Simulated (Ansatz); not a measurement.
The reference is InP in the zinc blende structure (space group F-43m, No. 216; a = 5.907 Å). Axes: x, y, z lie along the cube axes.

All numbers come from r2SCAN (Ansatz, a quantum-chemistry and plane-wave program; PAW; 500 eV plane waves; scalar-relativistic without spin-orbit coupling), earlier PAW set.

For the base:

```
Item                                         Value
-----------------------------  -------------------
Valence-band top at Γ          0.00, 0.00, 0.00 eV
Shortest interatomic distance              2.558 Å
```

Now apply this change: a pure shear with ε_xy = ε_yx = -0.0159, atoms relaxed at fixed cell.

**Question.** Estimate the effect on the valence-band top at Γ, shortest interatomic distance and largest internal atomic displacement.

**Answer.** The valence-band top at Γ (three highest levels, from the VBM) goes from 0.00, 0.00, 0.00 eV to 0.00, -0.12, -0.21 eV; the shortest interatomic distance shrinks by 0.009 Å to 2.549 Å; the largest internal atomic displacement amounts to 0.016 Å.

The levels and masses belong to the bands next to the band gap. The cells carry an imposed strain or load. Whether these cells are dynamically stable was not tested.
